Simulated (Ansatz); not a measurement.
Start from HgS in the zinc blende structure (space group F-43m, No. 216; a = 5.812 Å). Axes: x, y, z lie along the cube axes.

Method: LDA/PAW in Ansatz (an electronic-structure program), no spin-orbit coupling.

Before the change:

```
Property            Value
---------------  --------
Volume per atom  24.54 Å³
Pressure          0.0 GPa
Band gap             zero
```

Perturbation: biaxial strain −3.00 %, plane normal [001], relaxed out of plane (Cartesian); in-plane vectors clamped, the third vector and the atoms free.

Q: Predict the new volume per atom, pressure, energy relative to the base and band gap.

A: The volume per atom shrinks by 0.39 Å³ (24.54 Å³ → 24.15 Å³); the pressure (mean of the normal stresses, compression positive) goes from zero to 0.9 GPa; the energy grows by 6.3 meV/atom; the band gap is still zero.

A case with no gap was solved on a k-mesh chosen for an insulator, which is coarse for it. Spin-orbit coupling, missing from the scalar runs, can matter with Hg. No phonon test of stability was made. The final runs are not spin-polarised. A zero or small gap of HgS can be the functional's error rather than a property of the material.
